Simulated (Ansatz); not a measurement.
Short convergence ladders for Rb (Im-3m, 1 atom in the cell)

```yaml
crystal:
  lattice:
    - [-2.83347, 2.83347, 2.83347]
    - [2.83347, -2.83347, 2.83347]
    - [2.83347, 2.83347, -2.83347]
  atoms:
    - { symbol: Rb, position: [0.00000, 0.00000, 0.00000] }
```

Base method: LDA (PW92), default PAW files made with PBE (plane waves; Ansatz, an electronic-structure program).

Base settings: basis.ecutwfc = 420 eV; kpoints.mp_grid.grid = 8 8 8; hamiltonian.xc = lda; hamiltonian.pseudopotentials = {kind: paw} (the program's default PAW files); scf.occupations.method = fermi_dirac; scf.occupations.width = 0.1 eV.

The count of work is k-points × plane waves × bands × iterations; it is no time. 

**The cutoff for other potential files**

Level: DFT, LDA (PW92), plane waves, harder PAW files (source: ansatz) made with PBE.

In this ladder: hamiltonian.pseudopotentials = {kind: paw, source: ansatz}.

The second cell is the first with its lattice scaled by 0.98.

The mesh stays at the base's, so the ladder's end is converged at best in this setting alone.

Only quantities that move along the ladder and can be compared are tabulated.

| basis.ecutwfc | free energy less the last step's (meV/atom) | energy of the compressed cell less the first (meV/atom) | pressure without the Pulay estimate (GPa) | count of work / last |
|---|---|---|---|---|
| 175 eV | 411.30 | -11.97 | -2.92 | 0.087 |
| 215 eV | 125.37 | -10.28 | -1.35 | 0.12 |
| 275 eV | 19.11 | -11.61 | -0.61 | 0.18 |
| 330 eV | 3.38 | -11.59 | -0.45 | 0.24 |
| 390 eV | 0.96 | -11.63 | -0.41 | 0.34 |
| 470 eV | 0.43 | -11.63 | -0.41 | 0.47 |
| 585 eV | 0.07 | -11.63 | -0.41 | 0.64 |
| 780 eV | 0.00 | -11.63 | -0.41 | 1.0 |

Coarsest basis.ecutwfc that holds the energy of the compressed cell less the first within 0.5 meV/atom of the last step, with all finer ones: 275 eV, at 0.18 of the last step's count of work; the step before is off by 1.3 meV/atom.

Coarsest basis.ecutwfc that holds the free energy within 0.5 meV/atom of the last step, with all finer ones: 470 eV; the step before is off by 0.96 meV/atom.

Coarsest basis.ecutwfc that holds the pressure without the Pulay estimate within 0.1 GPa of the last step, with all finer ones: 330 eV, at 0.24 of the last step's count of work; the step before is off by 0.20 GPa.

The energy difference between the two cells stays within 1 meV/atom of the last step's from 275 eV on, the total only from 390 eV on: much of the error is common to both cells and cancels.

At the lowest cutoff the pressure without the Pulay estimate lies 2.5 GPa under the last step's, the usual sign of Pulay stress in an incomplete plane-wave basis.

**The relaxed cell against the cutoff**

In this ladder: relax = cell and atoms.

The mesh stays at the base's, so the ladder's end is converged at best in this setting alone.

Only quantities that move along the ladder and can be compared are tabulated.

```csv
basis.ecutwfc,relaxed volume (Å³/atom),relaxation steps
210 eV,78.146,11
250 eV,78.266,6
295 eV,78.342,5
355 eV,77.990,5
420 eV,77.987,5
505 eV,77.974,5
630 eV,77.972,5
840 eV,77.971,5
```

Coarsest basis.ecutwfc that holds the relaxed volume within 0.156 Å³/atom of the last step, with all finer ones: 355 eV; the step before is off by 0.37 Å³/atom.

At the lowest cutoff the cell relaxes to a volume 0.2 % larger than at the highest. Ansatz relaxes on a stress corrected for the finite basis.

On the base run: the starting cell has typed, rounded lattice constants, without a prior relaxation at this level. Its lattice was rescaled by up to half a per cent.

Keys are those of Ansatz 0.2.
